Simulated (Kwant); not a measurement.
Device: GaN/Al0.2Ga0.8N stack with 1 barrier. One parabolic valley. Leads of mass 0.2 mₑ with the band edge at 0; grid 0.1 nm; bias 0 V, dropping linearly over the stack.

```tsv
layer	thickness (nm)	band offset (eV)	mass (mₑ)
1	1.8	0.35	0.22
```

Constants are typed, rounded textbook-type inputs, not results; the design itself was drawn at random and stands for no fabricated device.

Model: one-band effective-mass tight-binding model in one dimension, coherent, no space charge (Kwant).

Problem. Work out the transmission below the barrier top from T = 1/(1 + ((ζ + 1/ζ)/2)² sinh²(κa)), ζ = (k/m_lead)/(κ/m_barrier).

Solution. E = 0.05474 eV: k = 0.5360 nm⁻¹, κ = 1.306 nm⁻¹, ζ = 0.4516, T = 0.0204. The simulation gives 0.0205, the same within the digits that matter. E = 0.1475 eV: k = 0.8798 nm⁻¹, κ = 1.081 nm⁻¹, ζ = 0.8950, T = 0.0774. The simulation gives 0.0776, the same within the digits that matter. E = 0.227 eV: k = 1.091 nm⁻¹, κ = 0.8429 nm⁻¹, ζ = 1.424, T = 0.158. The simulation gives 0.158, the same within the digits that matter. What differs comes from the grid.
